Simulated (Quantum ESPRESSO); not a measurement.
Input and output of a self-consistent single point for Ga3Tc (I4/mmm, 4 atoms in the cell) (Quantum ESPRESSO).

Level of theory: LDA (PZ), GBRV 1.5 ultrasoft (LDA) pseudopotentials (plane waves; Quantum ESPRESSO 7.5).

The change in words: lattice scaled by 0.98. Reference geometry:
```xyz
4
Lattice="-1.8956 1.8956 4.0457 1.8956 -1.8956 4.0457 1.8956 1.8956 -4.0457" Properties=species:S:1:pos:R:3 pbc="T T T"
Ga     0.0000     1.8956     2.0229
Ga     1.8956     0.0000     2.0229
Ga     0.0000     0.0000     4.0457
Tc     0.0000     0.0000     0.0000
```

Reference input (self-consistent single point, DFT, LDA (PZ), plane waves, GBRV 1.5 ultrasoft (LDA) pseudopotentials): ecutwfc = 50 Ry; ecutrho = 400 Ry; occupations = smearing; smearing = gauss; degauss = 0.0073499 Ry; potentials = {Ga: ga_lda_v1.4.uspp.F.UPF, Tc: tc_lda_v1.uspp.F.UPF}; K_POINTS = automatic 9 9 9 0 0 0; conv_thr = 1e-10 Ry; mixing_beta = 0.4. This run's input differs from it in these lines:

```diff
@@ -34,5 +34,5 @@
 CELL_PARAMETERS angstrom
-  -1.895645000     1.895645000     4.045750000
-   1.895645000    -1.895645000     4.045750000
-   1.895645000     1.895645000    -4.045750000
+  -1.857732000     1.857732000     3.964835000
+   1.857732000    -1.857732000     3.964835000
+   1.857732000     1.857732000    -3.964835000
```

Output, abridged:

```
     Self-consistent Calculation

     iteration #  1     ecut=    50.00 Ry     beta= 0.40

---- Real-time Memory Report at c_bands before calling an iterative solver
           209 MiB given to the printing process from OS
           151 MiB allocation reported by mallinfo(arena+hblkhd)
------------------

     negative rho (up, down):  1.191E-01 0.000E+00

     total energy              =   -1403.69758646 Ry
     estimated scf accuracy    <      37.61714292 Ry

     iteration #  2     ecut=    50.00 Ry     beta= 0.40

---- Real-time Memory Report at c_bands before calling an iterative solver
   [... lines left out ...]
           330 MiB given to the printing process from OS
           170 MiB allocation reported by mallinfo(arena+hblkhd)
------------------

     negative rho (up, down):  1.223E-01 0.000E+00

     total energy              =   -1419.34896880 Ry
     estimated scf accuracy    <          1.7E-09 Ry

     iteration # 13     ecut=    50.00 Ry     beta= 0.40

---- Real-time Memory Report at c_bands before calling an iterative solver
           330 MiB given to the printing process from OS
           170 MiB allocation reported by mallinfo(arena+hblkhd)
------------------

     negative rho (up, down):  1.223E-01 0.000E+00
     End of self-consistent calculation

     the Fermi energy is    18.4453 ev

!    total energy              =   -1419.34896880 Ry
     estimated scf accuracy    <          5.2E-11 Ry
     smearing contrib. (-TS)   =      -0.00109226 Ry
     internal energy E=F+TS    =   -1419.34787655 Ry

     convergence has been achieved in  13 iterations

     negative rho (up, down):  1.223E-01 0.000E+00

     Forces acting on atoms (cartesian axes, Ry/au):

     atom    1 type  1   force =    -0.00000000    0.00000000   -0.00000000
   [... zero for the other atoms too ...]

     Total force =     0.000000     Total SCF correction =     0.000000

     negative rho (up, down):  1.223E-01 0.000E+00
          total   stress  (Ry/bohr**3)                   (kbar)     P=       37.73
   0.00024215   0.00000000  -0.00000000           35.62        0.00       -0.00
   0.00000000   0.00024215  -0.00000000            0.00       35.62       -0.00
   0.00000000  -0.00000000   0.00028512            0.00       -0.00       41.94

   JOB DONE.
```

The run converged in 13 iterations. Against the reference run the free energy falls by 4.4 meV/atom and the pressure goes from -5.89 to 3.77 GPa.

The starting cell comes from a database of computed structures (which also holds hypothetical and non-ambient phases and stackings), without a prior relaxation at this level. For this run, on top of that: lattice scaled by 0.98. Spin polarisation is off. With a pressure of about 4 GPa the cell is away from its equilibrium volume at this level.

Cost on one core of a shared machine: roughly 6 min.
